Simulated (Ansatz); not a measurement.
# By hand: formation energy of the neutral N_C in C (lonsdaleite, P6₃/mmc)

This concerns the formation energy of the neutral N_C in C (lonsdaleite, P6₃/mmc). Reaction: 127 C (lonsdaleite) + 1/2 N2 (gas) → cell A.

A: a supercell of 128 sites of C (lonsdaleite, P6₃/mmc) with N on a C site (3 C at 1.48 Å); an odd number of electrons; spin state with PBE: parallel moments, net moment 1.0 μB a cell.

Method: Ansatz (an electronic-structure program), PAW, neutral cells at 0 K with nuclei at rest, on structures from PBE. Ansatz runs with its default PAW set. Larger cells are relaxed from a start prepared with the learned potential CHGNet, on a coarser mesh till forces fall under 0.03 eV/Å, which some starts already meet. A dispersion term (D3(BJ), or D4 for r2SCAN) was computed beside these levels and is taken off wherever the name lacks it. No search over spin orders was made beyond those shown. Mesh and cell size may move defect energies by 0.1 eV or more.

Total energies of the cells in eV, at zero smearing width. They compare only within one column; the weights balance every element.

| cell | atoms | weight | PBE |
|---|---|---|---|
| A: C:N_C | 128 | +1 | -32229.62771 |
| C (lonsdaleite) | 128 | −127/128 | -32100.26933 |
| N2 (gas) | 2 | −1/2 | -768.02626 |

PBE: (-32229.62771) − 127/128 × (-32100.26933) − 1/2 × (-768.02626) = 3.871 eV.
